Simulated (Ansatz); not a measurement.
The slab is Si(111) 1x1 surface, 6 top atoms, 3 bilayers, bottom bilayer H-capped and fixed, every top atom capped by H; cell 11.5 x 6.6 Å; two neighbouring H replaced by OH; about 7 Å thick over the host's atoms, 18 atoms held. The numbers are results of PBE-D3(BJ) (plane waves to 420 eV, PAW; Ansatz, a first-principles code), not measurements. k mesh 1 x 2 x 1. The slab states were run without spin polarisation. A thicker slab, a larger cell or a denser mesh can move such energies by a tenth of an eV or more. Energies are static: no zero-point or thermal part.

Step: H2O attacks the fragment of BCl3 (twice exchanged) and HCl forms, starting from the surface left by an earlier step (the surface fragment of BCl3 exchanges a second ligand with a neighbouring O-H group), after HCl has left. Start, atoms near the reaction:

```
atom    x (Å)   y (Å)   z (Å)
------  -----  ------  ------
Si(1)   2.081   3.347   9.500
Si(16)  5.595   3.362   9.502
H(29)   3.826  -0.127  10.895
O(46)   5.088   3.369  11.092
O(48)   2.594   3.304  11.090
B(a0)   3.845   3.384  11.754
Cl(a3)  3.782  -2.022  13.158
O(c0)   3.928   1.903  12.660
H(c1)   3.885   1.120  12.057
H(c2)   3.156   1.843  13.254
```

An image on its path:

```csv
atom,x (Å),y (Å),z (Å)
Si(1),2.075,3.346,9.487
Si(16),5.593,3.332,9.470
H(29),3.845,-0.092,10.871
O(46),5.068,3.211,11.072
O(48),2.590,3.262,11.105
B(a0),3.838,3.049,11.664
Cl(a3),3.679,-0.525,13.261
O(c0),3.893,2.551,12.974
H(c1),3.811,0.804,13.079
H(c2),3.085,2.731,13.479
```

Task: Which atoms feel the largest forces, and does the image come before the top or after it?

Result: 
```
atom       Fx     Fy  Fz (eV/Å)
------  -----  -----  ---------
Cl(a3)   0.03   0.46       0.18
H(c1)    0.04  -0.46       0.12
H(c2)   -0.13  -0.02      -0.12
```
The image lies after the top, -0.27 eV over the start.
